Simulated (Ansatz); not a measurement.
## Effect of H interstitial (started 2.63 Å from the nearest host atom), symmetric start on SnSe2

The parent structure is a 9-atom supercell of SnSe₂ in the CdI2 type structure (space group P-3m1, No. 164; a = 3.840 Å, c = 6.004 Å; layered, stacked along the Cartesian z axis) at its relaxed geometry.

The change: a neutral H interstitial (started 2.63 Å from the nearest host atom), symmetric start, atoms relaxed at fixed cell.

All numbers come from plane-wave PAW DFT at the PBE-D3(BJ) level (Ansatz, a first-principles code, 420 eV), no spin-orbit coupling, earlier PAW set. k-mesh 5×5×5 (Γ-centred); smearing 0.01 eV (Fermi–Dirac).

| quantity | base | changed | shift |
|---|---|---|---|
| pressure | 0.0 GPa | -0.7 GPa | -0.65 GPa |
| largest displacement of a host atom from its site in the perfect cell | – | 0.09 Å | – |

Cost of the whole job for the changed cell (relaxation, final SCF and bands): around 5 core-minutes (rough).

Other magnetic orders, which the real material may have, were not ruled out. The cell is small, so the values are those of an ordered compound at a high defect concentration; dilute-limit values will differ. The mesh was chosen for an insulator and is coarse for the gapless case. The defect started on the symmetric site and kept its symmetry, so it may sit on a saddle. Seeded moments were not kept for H interstitial (started 2.63 Å from the nearest host atom). The defect cell is spin-polarised and ends with 0.4 μB, a fractional moment that hangs on the mesh and smearing.
